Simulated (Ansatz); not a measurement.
Given:

```
CELL_PARAMETERS angstrom
      0.00000     3.24006     3.24006
      3.24006     0.00000     3.24006
      3.24006     3.24006     0.00000
ATOMIC_POSITIONS crystal
  Na 0.25000 0.25000 0.25000
  Na 0.75000 0.75000 0.75000
  S  0.00000 0.00000 0.00000
```

No spin polarisation.

Method: PBEsol (Ansatz, a program for electronic structure; PAW; 420 eV plane waves; scalar-relativistic without spin-orbit coupling). Settings: 9×9×9 k-points, 0.05 eV Fermi–Dirac smearing.

Question: Estimate the gap character.

Answer: Direct at Γ.

Question: What is the computed band gap?

Answer: 2.46 eV.

Load acts through the strain it causes; cell and atoms are relaxed under it. Whether these cells are dynamically stable was not tested. The cell was made from Na₂S in the anti-fluorite structure (space group Fm-3m, No. 225) by this change: pressure 0.3 GPa.
